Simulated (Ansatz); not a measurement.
## Relaxation of the atoms of a (100) slab of NbAs (cut from a parent of space group no. 109; 16 atoms in the cell) at several settings

```
CELL_PARAMETERS angstrom
      3.50121     0.00000     0.00000
      0.00000    11.92816     0.00000
      0.00000     0.00000    17.19980
ATOMIC_POSITIONS crystal
  Nb 0.50000 0.99972 0.34884
  Nb 0.00000 0.24972 0.34884
  Nb 0.00000 0.49972 0.44962
  Nb 0.50000 0.74972 0.44962
  Nb 0.50000 0.99972 0.55038
  Nb 0.00000 0.24972 0.55038
  Nb 0.00000 0.49972 0.65116
  Nb 0.50000 0.74972 0.65116
  As 0.00000 0.91728 0.44962
  As 0.50000 0.16728 0.44962
  As 0.50000 0.41728 0.34884
  As 0.00000 0.66728 0.34884
  As 0.00000 0.91728 0.65116
  As 0.50000 0.16728 0.65116
  As 0.50000 0.41728 0.55038
  As 0.00000 0.66728 0.55038
```

Base: Ansatz (a program for electronic structure) with PBEsol, PAW files made with PBE. Its settings: basis.ecutwfc = 420 eV; kpoints.mp_grid.grid = 9 3 1; hamiltonian.xc = pbesol; hamiltonian.pseudopotentials = {kind: paw} (the program's default PAW files); scf.occupations.method = methfessel_paxton; scf.occupations.width = 0.1 eV.

Each line gives the change from the base single point and the result:

- atoms moved at random; relax: default → atoms; relax.f_tol: default → 0.03 eV/Å: pressure averaged over the cell with its vacuum -2.22 GPa; largest force (vector length) 0.008 eV/Å; relaxation steps 8; free energy against the base single point -109.4 meV/atom.
- atoms moved at random; relax: default → atoms; relax.f_tol: default → 0.1 eV/Å: pressure averaged over the cell with its vacuum -2.19 GPa; largest force (vector length) 0.081 eV/Å; relaxation steps 6; free energy against the base single point -109.2 meV/atom.
- relax: default → atoms: pressure averaged over the cell with its vacuum -2.22 GPa; largest force (vector length) 0.006 eV/Å; relaxation steps 7; free energy against the base single point -109.4 meV/atom.

The starting cell comes from a database of computed structures (which also holds hypothetical and non-ambient phases and stackings), without a prior relaxation at this level. The slab is cut from that crystal, and its faces are unrelaxed. Its lattice was rescaled in the plane by a random factor within 2.5 % of one. Spin polarisation is off. In the base run, forces exceed 1 eV/Å.

Keys are those of Ansatz 0.2.
